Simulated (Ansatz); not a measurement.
# Ga2O3: response to strain

Take Ga₂O₃ in the corundum structure (space group R-3c, No. 167; a = 4.985 Å, c = 13.442 Å (hexagonal axes)) as the base. Axes: x lies along a and z along c of the hexagonal cell.

Strains are applied to the cell and any free atomic positions relax; under biaxial strain the out-of-plane vector relaxes too.

Computed with r2SCAN/PAW in Ansatz (a quantum-chemistry and plane-wave program), spin-orbit coupling left out.

Candidates:
(a) biaxial strain −2.75 %, plane normal [001], relaxed out of plane
(b) uniaxial strain ε_zz = −1.20 %
(c) biaxial strain +1.05 %, plane normal [001], relaxed out of plane

Notes on the quantities. energy relative to the base: free energy F.

Problem. Order them by energy relative to the base, lowest first.

Solution. (b) uniaxial strain ε_zz = −1.20 % (+1.7 meV/atom), (c) biaxial strain +1.05 %, plane normal [001], relaxed out of plane (+3.3 meV/atom), (a) biaxial strain −2.75 %, plane normal [001], relaxed out of plane (+24 meV/atom)

No phonon test of stability was made.
